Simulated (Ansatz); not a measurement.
The starting structures come from a database of crystals and need not be the phases stable at ambient conditions.

 Where the default PAW files enter, the runs use the earlier of Ansatz's two default sets.

The decay constant κ of evanescent states in the gap governs leakage through a thin film.

Here is the system:

```xyz
4
Lattice="4.6758 0.0000 0.0000 0.0000 7.6369 0.0000 2.2923 0.0000 4.0753" Properties=species:S:1:pos:R:3 pbc="T T T"
Cd     5.9122     0.0013     3.4578
Cd     1.0559     3.8197     0.6175
Te     1.2695     0.9533     0.7425
Te     5.6986     4.7718     3.3328
```

Space group of this cell: Cmc2_1. The cell is taken as given; by LDA its mean pressure is -3.7 GPa.

Transport runs along the normal of the first two printed cell vectors.

No gap correction and no spin-orbit coupling; mid-gap values are interpolated between computed energies.

Q: Give the band gap and the smallest decay constant κ at mid-gap that LDA run with Ansatz (a quantum-chemistry and plane-wave program) yields.

A: Gap 0.35 eV on a 8×4×8 mesh; κ = 0.028 1/Å, at the zone centre.
